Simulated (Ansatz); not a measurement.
The starting structures come from a database of crystals and need not be the phases stable at ambient conditions.

Here is the system:

```
BiPbAsO5
1.0
    7.09329    -0.04726     0.02136
   -2.48030     6.77145    -0.00928
    0.00000     2.29070     5.06768
Bi As Pb O
2 2 2 10
Cartesian
  1.73998   2.43362   5.00308
  2.87301   6.58128   0.07669
  3.78596   2.94496   1.72038
  0.82703   6.06993   3.35939
  4.53283   6.03712   3.37422
  0.08016   2.97777   1.70555
  1.25512   4.55637   4.04355
  3.35787   4.45852   1.03622
  4.78424   3.29367   3.07851
 -0.17126   5.72123   2.00126
 -0.17126   6.85905   4.51845
  4.78424   2.15584   0.56132
  2.39940   2.04995   2.12494
  2.21359   6.96494   2.95483
 -2.48030   8.52311   3.86590
  0.00000   0.53904   1.19250
```

Space group of this cell: C2/m. The cell was relaxed by PBE-D3(BJ); by r2SCAN its mean pressure is -2.7 GPa.

Transport runs along the normal of the first two printed cell vectors.

The gap is the functional's own. No spin-orbit coupling. Mid-gap values are interpolated on the energy grid.

**Question.** State the band gap and the smallest decay constant κ at mid-gap according to Ansatz (an electronic-structure program) with r2SCAN.

**Answer.** Gap 2.90 eV on a 6×6×6 mesh; κ = 0.299 1/Å, at (0.500, 0.500) of the in-plane reciprocal vectors. At the zone centre, at the nearest computed energy, the slowest state has κ = 0.44 1/Å.
